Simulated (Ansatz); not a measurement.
A self-consistent single point of Si₂Mo (I4/mmm, 3 atoms in the cell) with Ansatz (a program for electronic structure).

Method: PBE, PAW files (plane waves; Ansatz).

The change in words: lattice scaled by 0.98. Reference geometry:
```
Si2Mo
1.0
   -1.61495     1.61495     3.93936
    1.61495    -1.61495     3.93936
    1.61495     1.61495    -3.93936
Si Mo
2 1
Cartesian
  0.00000   0.00000   5.23596
  0.00000   0.00000   2.64276
  0.00000   0.00000   0.00000
```

Reference input (self-consistent single point, DFT, PBE, plane waves, PAW files): basis.ecutwfc = 420 eV; kpoints.mp_grid.grid = 14 14 14; hamiltonian.xc = pbe; hamiltonian.pseudopotentials = {kind: paw} (an earlier, softer set of the program's PAW files); scf.occupations.method = gaussian; scf.occupations.width = 0.272 eV. This run's input differs from it in these lines:

```diff
@@ -2,5 +2,5 @@
   lattice:
-    - [-1.614947, 1.614947, 3.939360]
-    - [1.614947, -1.614947, 3.939360]
-    - [1.614947, 1.614947, -3.939360]
+    - [-1.582648, 1.582648, 3.860573]
+    - [1.582648, -1.582648, 3.860573]
+    - [1.582648, 1.582648, -3.860573]
   atoms:
```

Output, abridged:

```
SCF iter   1: F=—  HF=-6230.248828 eV  |F-HF|=—  |Δ(HF+E_count)|=         —  Δρ=9.24e-2  dr2=4.89e0  ethr=3.10e-3  ⟨swp⟩=5.2  Hψ=20779  notcnv=0
all-band conjugate gradients solve this SCF's bands
preconditioner: auto → Kerker (q_TF=auto, 2.483 Å⁻¹)
SCF iter   2: F=—  HF=-6229.143758 eV  |F-HF|=—  |Δ(HF+E_count)|=    1.11e0  Δρ=3.20e-2  dr2=2.92e-1  ethr=3.10e-3  ⟨swp⟩=2.0  Hψ=9029  notcnv=0
SCF iter   3: F=—  HF=-6229.098567 eV  |F-HF|=—  |Δ(HF+E_count)|=   4.52e-2  Δρ=1.49e-2  dr2=6.03e-2  ethr=1.33e-3  ⟨swp⟩=2.2  Hψ=4709  notcnv=0
SCF iter   4: F=—  HF=-6229.089299 eV  |F-HF|=—  |Δ(HF+E_count)|=   9.27e-3  Δρ=2.53e-3  dr2=2.61e-3  ethr=2.74e-4  ⟨swp⟩=2.3  Hψ=5322  notcnv=0
SCF iter   5: F=—  HF=-6229.088659 eV  |F-HF|=—  |Δ(HF+E_count)|=   6.41e-4  Δρ=3.26e-4  dr2=7.19e-5  ethr=1.19e-5  ⟨swp⟩=2.8  Hψ=6111  notcnv=0
SCF iter   6: F=—  HF=-6229.088651 eV  |F-HF|=—  |Δ(HF+E_count)|=   7.54e-6  Δρ=3.93e-5  dr2=9.37e-7  ethr=3.27e-7  ⟨swp⟩=2.3  Hψ=4710  notcnv=0
SCF iter   7: F=-6229.088651 eV  HF=-6229.088651 eV  |F-HF|=3.14e-9  |Δ(HF+E_count)|=   1.43e-7  Δρ=5.14e-6  dr2=9.94e-9  ethr=4.55e-10  ⟨swp⟩=6.4  Hψ=18048  notcnv=0
SCF 1 converged in 7 iterations: F = -6229.088651 eV  dr2 = 9.94e-9
Free energy (F): -6229.088651 eV
Internal energy: -6229.079059 eV  (E = F + TS)
E sigma→0 (E₀):  -6229.083855 eV
Entropy (-TS):   -0.009592 eV (-3.197 meV/atom)
Fermi energy:    16.679452 eV
--- Forces (eV/Å), atoms counted from 1 ---
  atom   1  Si    -0.00000000    -0.00000000     0.19130841
  atom   2  Si     0.00000000     0.00000000    -0.19130841
  atom   3  Mo    -0.00000000    -0.00000000     0.00000000
--- Stress (GPa, compression-positive) ---
       11.193629       0.000000       0.000000
        0.000000      11.193629       0.000000
        0.000000       0.000000      14.340641
  P = ⅓ Tr σ = 12.2426 GPa (122.426 kbar)
  The stress holds the Pulay correction. Without it, at fixed plane waves, as pw.x and ABINIT print it: P = 12.2171 GPa
```

The run converged in 7 iterations. Against the reference run the free energy rises by 24.8 meV/atom, the pressure goes from -1.63 to 12.24 GPa and the largest force goes from 0.037 to 0.191 eV/Å.

The starting cell comes from a database of computed structures (which also holds hypothetical and non-ambient phases and stackings), without a prior relaxation at this level. Its lattice was rescaled by a random factor within 2.5 % of one. For this run, on top of that: lattice scaled by 0.98. Spin polarisation is off. With a pressure of about 12 GPa the cell is away from its equilibrium volume at this level. Ansatz's pressure includes its estimate of the finite-basis (Pulay) stress.

Keys are those of Ansatz 0.2.
